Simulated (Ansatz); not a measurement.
## How a calculation on CdF2 (Fm-3m, 3 atoms in the cell) responds to its settings

```
CELL_PARAMETERS angstrom
      0.00000     2.70592     2.70592
      2.70592     0.00000     2.70592
      2.70592     2.70592     0.00000
ATOMIC_POSITIONS crystal
  Cd 0.00000 0.00000 0.00000
  F  0.25000 0.25000 0.25000
  F  0.75000 0.75000 0.75000
```

Base run A: PBE, PAW files (Ansatz, an electronic-structure program), self-consistent single point.

Its settings: basis.ecutwfc = 420 eV; kpoints.mp_grid.grid = 7 7 7; hamiltonian.xc = pbe; hamiltonian.pseudopotentials = {kind: paw} (the program's default PAW files); scf.occupations.method = fermi_dirac; scf.occupations.width = 0.05 eV.

The starting cell comes from a database of computed structures (which also holds hypothetical and non-ambient phases and stackings), without a prior relaxation at this level. Its lattice was rescaled by a random factor within 2.5 % of one. In the base run, with a pressure of about 4 GPa the cell is away from its equilibrium volume at this level. Ansatz's pressure includes its estimate of the finite-basis (Pulay) stress.

Absolute energies have different zeros for different potentials, functionals, Hubbard and dispersion terms and are not compared across them.

```json
[
 {"run": "A", "change": "base", "pressure (GPa)": "3.94", "gap on the mesh (eV)": "3.110"},
 {"run": "B", "change": "hamiltonian.pseudopotentials: {kind: paw} (the program's default PAW files) → {kind: paw_fr}; magnetization.noncollinear: default → true; magnetization.spin_orbit: default → true [PBE with spin-orbit coupling]", "pressure (GPa)": "3.93", "gap on the mesh (eV)": "3.106"},
 {"run": "C", "change": "hamiltonian.pseudopotentials: {kind: paw} (the program's default PAW files) → {kind: paw_fr}; magnetization.noncollinear: default → true; magnetization.spin_orbit: default → false", "pressure (GPa)": "3.94", "gap on the mesh (eV)": "3.110"},
 {"run": "D", "change": "hamiltonian.xc: pbe → lda; hamiltonian.pseudopotentials: {kind: paw} (the program's default PAW files) → {kind: paw_fr}; magnetization.noncollinear: default → true; magnetization.spin_orbit: default → true [LDA (PW92) with spin-orbit coupling]", "pressure (GPa)": "-6.95", "gap on the mesh (eV)": "2.816"}
]
```

Run D against A: The pressure goes from 3.94 to -6.95 GPa and the gap on the mesh goes from 3.110 to 2.816 eV.

Run C against A: The pressure stays at 3.94 GPa and the gap on the mesh stays at 3.110 eV.

Keys are those of Ansatz 0.2.
